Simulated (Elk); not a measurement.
Band structure of BaAlGe (P-6m2, 3 atoms in the cell).

```yaml
crystal:
  lattice:
    - [4.43750, 0.00000, 0.00000]
    - [-2.21875, 3.84298, 0.00000]
    - [0.00000, 0.00000, 5.32971]
  atoms:
    - { symbol: Ba, position: [0.00000, 0.00000, 0.00000] }
    - { symbol: Al, position: [0.66667, 0.33333, 0.50000] }
    - { symbol: Ge, position: [0.33333, 0.66667, 0.50000] }
```

Method of the run: PBEsol, all-electron FP-LAPW, Elk's shipped species files, default APW+lo basis in Elk.

Settings: xctype = 22; rgkmax = 7; stype = 3; swidth = 0.00367493 Ha; ngridk = 6 6 4; rmtscf = 0.99.

The starting cell comes from a database of computed structures (which also holds hypothetical and non-ambient phases and stackings), without a prior relaxation at this level. Its lattice was rescaled by a random factor within 2.5 % of one. Values depend on the basis (sphere radii, cutoffs, local orbitals), which need not be converged.

Levels in eV from the Fermi level, bands 19 to 26:
```tsv
point	19	20	21	22	23	24	25	26
Γ	-1.43	-1.02	-1.02	-0.70	0.19	2.71	2.71	3.73
M	-5.46	-1.78	-1.58	-0.43	1.26	1.96	2.74	3.61
K	-5.20	-3.59	-1.12	-0.30	1.80	2.26	3.36	5.04
A	-3.35	-0.78	-0.78	0.19	1.59	1.59	2.02	2.23
L	-5.15	-2.16	-1.32	-0.57	0.86	3.05	3.85	4.93
H	-5.48	-2.86	-0.97	-0.26	2.71	3.10	4.25	4.38
```

Bands cross the Fermi level along this path, so the cell is metallic at this level.
